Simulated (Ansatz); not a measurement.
# MoTe₂ (P-6m2, No. 187, 3 atoms in the cell; start mp-1023935; a measured phase of this formula has another space group)

These are HSE06 (Ansatz, a quantum-chemistry and plane-wave program, plane waves, PAW) values and carry that method's errors.

Numerical settings: plane-wave cutoff 460 eV, 9×9×2 k mesh (along the axes of the cell as run), Fermi–Dirac smearing 0.01 eV, no spin polarisation, scalar-relativistic PAW data made under PBE.

Cell (relaxed with PBEsol):

```xyz
3
Lattice="3.4911 0.0000 0.0000 -1.7456 3.0234 0.0000 0.0000 0.0000 17.5274" Properties=species:S:1:pos:R:3 pbc="T T T"
Te     0.0000     2.0156    15.7242
Te     0.0000     2.0156     1.8032
Mo     0.0000     0.0000     0.0000
```

For MoTe₂ (P-6m2, No. 187, 3 atoms in the cell; start mp-1023935; a measured phase of this formula has another space group), the band gap is 1.65 eV (on the SCF k mesh). The Γ–Γ gap comes out as 4.53 eV.

Note: cell and atoms aren't relaxed at this level (largest force component 0.13 eV/Å); the cell has widely spaced layers and the level no dispersion term, so their spacing and the moduli can rest on weak binding.

Spin–orbit coupling is not included; with these elements it can move the gap by several tenths of an eV or more.

Computed values are for the static lattice.

Cost on a shared machine: very roughly 5 core-minutes.

A start named mp-… is a Materials Project structure, which need not be a measured phase.
